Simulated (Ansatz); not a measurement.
# Response to strain in MoTe2

Take MoTe₂ (space group P6_3/mmc, No. 194; a = 3.4966 Å, c = 13.6959 Å; layered, stacked along the Cartesian z axis) as the base. Axes: x lies along a and z along c of the hexagonal cell.

Strains are applied to the cell and any free atomic positions relax; under biaxial strain the out-of-plane vector relaxes too.

Computed with PBE-D3(BJ), PAW, 420 eV (Ansatz, a program for electronic structure; scalar-relativistic without spin-orbit coupling).

Notes on the quantities. in-plane stress: mean in-plane stress (compression positive).

```json
[
 {"change": "base", "gap character": "indirect, Γ → K–Γ (44 % along)", "ratio −ε⊥/ε∥": "–", "in-plane stress": "–"},
 {"change": "biaxial strain −3.00 %, plane normal [001], relaxed out of plane", "gap character": "indirect, M → K–Γ (44 % along)", "ratio −ε⊥/ε∥": "0.47", "in-plane stress": "+5.3 GPa"},
 {"change": "biaxial strain −2.40 %, plane normal [001], relaxed out of plane", "gap character": "indirect, M → K–Γ (44 % along)", "ratio −ε⊥/ε∥": "0.47", "in-plane stress": "+4.1 GPa"},
 {"change": "biaxial strain −1.80 %, plane normal [001], relaxed out of plane", "gap character": "indirect, K → K–Γ (44 % along)", "ratio −ε⊥/ε∥": "0.46", "in-plane stress": "+3.0 GPa"},
 {"change": "biaxial strain −1.20 %, plane normal [001], relaxed out of plane", "gap character": "indirect, K → K–Γ (44 % along)", "ratio −ε⊥/ε∥": "0.46", "in-plane stress": "+2.0 GPa"},
 {"change": "biaxial strain −0.60 %, plane normal [001], relaxed out of plane", "gap character": "indirect, Γ → K–Γ (44 % along)", "ratio −ε⊥/ε∥": "–", "in-plane stress": "+1.0 GPa"}
]
```

With Te present, leaving out spin-orbit coupling can change the band edges. Whether these cells are dynamically stable was not tested. The D3 term's C6 switches between coordination references near this geometry, which can add small steps to energies.
